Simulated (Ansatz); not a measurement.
Results of PBEsol in Ansatz (PAW) for SrZrO3 (model structure, R3c, No. 161, 10 atoms in the cell).

Settings: plane-wave cutoff 520 eV, 8×8×8 k mesh, Fermi–Dirac smearing 0.01 eV, scalar-relativistic PAW data made under PBE.

Cell (relaxed at this level):

```cif
data_O6Sr2Zr2
_chemical_formula_sum 'Sr2 Zr2 O6'
_space_group_name_H-M_alt 'P 1'
_space_group_IT_number 1
_cell_length_a 5.77902
_cell_length_b 5.77902
_cell_length_c 5.77902
_cell_angle_alpha 60.306
_cell_angle_beta 60.306
_cell_angle_gamma 60.306
loop_
_space_group_symop_operation_xyz
  'x, y, z'
loop_
_atom_site_label
_atom_site_type_symbol
_atom_site_fract_x
_atom_site_fract_y
_atom_site_fract_z
_atom_site_occupancy
Sr1 Sr 0.26656 0.26656 0.26656 1
Sr2 Sr 0.76656 0.76656 0.76656 1
Zr1 Zr 0.01152 0.01152 0.01152 1
Zr2 Zr 0.51152 0.51152 0.51152 1
O1 O 0.75345 0.18927 0.32949 1
O2 O 0.32949 0.75345 0.18927 1
O3 O 0.18927 0.32949 0.75345 1
O4 O 0.82949 0.68927 0.25345 1
O5 O 0.25345 0.82949 0.68927 1
O6 O 0.68927 0.25345 0.82949 1
```

Task: Give the computed band gap and smallest direct gap on the k points sampled.

Result: 
- band gap = 3.75 eV
- smallest direct gap on the k points sampled = 3.81 eV

Note: the relaxation could raise the start's symmetry but not lower it, so the cell can be a saddle point.

Spin–orbit coupling is not included.

Computed values are for the static lattice.

A model structure was made by putting elements into a prototype or built by hand; it is no filed structure, need not be a known phase, and can be a saddle point held by its symmetry.

Ansatz is a program for electronic structure.
